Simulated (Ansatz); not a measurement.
Si (Fd-3m), r2SCAN, rigid bands (Ansatz, a first-principles code): Condition of this run: functional r2SCAN on the same cell. band gap 0.76 eV, N_c = 2.99e19 cm⁻³ and N_v = 3.30e19 cm⁻³ at 300 K, conductivity masses of 0.281 mₑ (electrons) and 0.315 mₑ (holes). Take k_BT = 0.02585 eV.

Problem. Find the intrinsic carrier density and the intrinsic Fermi level.

Solution. n_i = √(N_c N_v) exp(−E_g/2k_BT) = 3.14e19 × exp(−14.70) = 1.3e13 cm⁻³. The level lies (k_BT/2) ln(N_v/N_c) = 1 meV from mid-gap (positive towards the conduction band). Each 0.1 eV added to the gap lowers n_i by a factor of 6.9.

Problem. What built-in voltage has an abrupt junction with N_A = 1e17 and N_D = 1e17 cm⁻³, all dopants ionised?

Solution. V_bi = E_g/e − (k_BT/e) ln(N_c N_v/(N_A N_D)) = 0.76 − 0.02585 × 11.50 = 0.46 V. It follows the computed gap one for one.

Problem. A film of it is 3 nm thick. Estimate the confinement energies in an infinite well.

Solution. ħ²π²/(2m t²) = 0.376 eV·nm²/(m/mₑ × t²) gives 149 meV for electrons and 133 meV for holes, so the gap would widen to about 1.04 eV. Finite barriers and nonparabolic bands lower this, and with several valleys or bands the heaviest mass along the normal sets the lowest level, not this average.

Rigid, parabolic bands with the computed gap; masses take one relaxation time for all states. Spin-orbit coupling is left out; where it splits the top of the valence band, N_v and the p-type Seebeck coefficient come out somewhat high without it. Geometry: cell and atoms relaxed with PBEsol.
